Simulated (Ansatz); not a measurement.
**TiAl under a change: biaxial strain −4.26 %, plane normal [001], relaxed out of plane**

Base system: TiAl (space group P4/mmm, No. 123; a = 2.8129 Å, c = 4.0584 Å). Axes: x, y, z lie along a, b, c of the conventional cell.

Now apply this change: compressive biaxial strain of 4.26 % in the plane normal to [001], as in epitaxy on a mismatched substrate; the out-of-plane cell vector and the atoms relax.

Method: r2SCAN (Ansatz, a program for electronic structure), without spin-orbit coupling. Settings: 16×16×12 k-points, 0.05 eV Fermi–Dirac smearing.

* **Volume per atom**: 15.30 Å³ (base 16.06 Å³)
* **Shortest interatomic distance**: 2.693 Å (base 2.813 Å)
* **Pressure (mean of the normal stresses, compression positive)**: 6.3 GPa (base 0.0 GPa)
* **Band gap**: zero (base zero)
* **Out-of-plane strain**: +3.99 % (rough)

Cost of the whole job for the changed cell (relaxation, final SCF and bands): very roughly 90 core-seconds.

Without a gap, meshes like the base's 16×16×12 leave anisotropic stresses uncertain by several tenths of a GPa, and small strain energies with them. No phonon test of stability was made. All final runs are without spin polarisation.
